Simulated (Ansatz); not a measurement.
The reference is Nb in the bcc (W type) structure (space group Im-3m, No. 229; a = 3.3027 Å). Axes: x, y, z lie along the cube axes.

Level of theory: r2SCAN (Ansatz, a program for electronic structure; PAW; 500 eV plane waves; no SOC).

Strains are applied to the cell and any free atomic positions relax; under biaxial strain the out-of-plane vector relaxes too.

One change was made to it. Results:

| quantity | base | after |
|---|---|---|
| energy relative to the base (free energy F) | 0 meV/atom | +0.2 meV/atom |
| pressure (mean of the normal stresses, compression positive) | 0.0 GPa | 0.0 GPa |

Q: Name the change that was made.
(A) biaxial strain +4.77 %, plane normal [001], relaxed out of plane
(B) tensor shear ε_xy = −0.75 %
(C) strain tensor (xx, yy, zz, yz, xz, xy) = (−0.41, +1.48, −1.38, −0.30, +0.06, +0.05) %
(D) biaxial strain −1.03 %, plane normal [001], relaxed out of plane
(E) isotropic strain −4.66 %

A: B, tensor shear ε_xy = −0.75 %. For comparison, the energy relative to the base in the other runs: biaxial strain +4.77 %, plane normal [001], relaxed out of plane gives +45 meV/atom; isotropic strain −4.66 % gives +0.218 eV/atom; strain tensor (xx, yy, zz, yz, xz, xy) = (−0.41, +1.48, −1.38, −0.30, +0.06, +0.05) % gives +3.0 meV/atom; biaxial strain −1.03 %, plane normal [001], relaxed out of plane gives +3.0 meV/atom.

Without a gap, meshes like the base's 20×20×20 leave anisotropic stresses uncertain by several tenths of a GPa, and small strain energies with them. Whether these cells are dynamically stable was not tested. All final runs are without spin polarisation.
